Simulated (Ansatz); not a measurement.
KCSN (Pbcm, No. 57) was calculated with rVV10 in Ansatz (PAW).

Settings: plane-wave cutoff 520 eV, 6×6×6 k mesh, Fermi–Dirac smearing 0.01 eV, scalar-relativistic PAW data made under PBE.

Cell (relaxed at this level):

```
KCNS
1.0
    6.62008     0.00000     0.00000
    0.00000     6.66711     0.00000
    0.00000     0.00000     7.39340
K C S N
4 4 4 4
Cartesian
  1.65502   1.30804   3.69670
  4.96506   5.35907   0.00000
  4.96506   5.35907   3.69670
  1.65502   1.30804   0.00000
  1.91141   5.12506   5.54505
  1.39863   5.12506   1.84835
  5.22145   1.54205   5.54505
  4.70867   1.54205   1.84835
  0.71613   4.00094   5.54505
  2.59390   4.00094   1.84835
  4.02617   2.66617   5.54505
  5.90394   2.66617   1.84835
  2.77473   5.94514   5.54505
  0.53531   5.94514   1.84835
  6.08476   0.72197   5.54505
  3.84535   0.72197   1.84835
```

### Question
Estimate the bulk modulus, band gap, smallest direct gap on the k points sampled and pressure derivative B′ of the bulk modulus that the calculation returns.

### Answer

- bulk modulus: 20.9 GPa
- band gap: 3.90 eV (indirect)
- smallest direct gap on the k points sampled: 3.96 eV
- pressure derivative B′ of the bulk modulus: 5.3

Note: the bulk modulus comes from volumes at which shape and atoms were relaxed.

Static lattice: no zero-point or thermal effects.

Ansatz is an electronic-structure program.
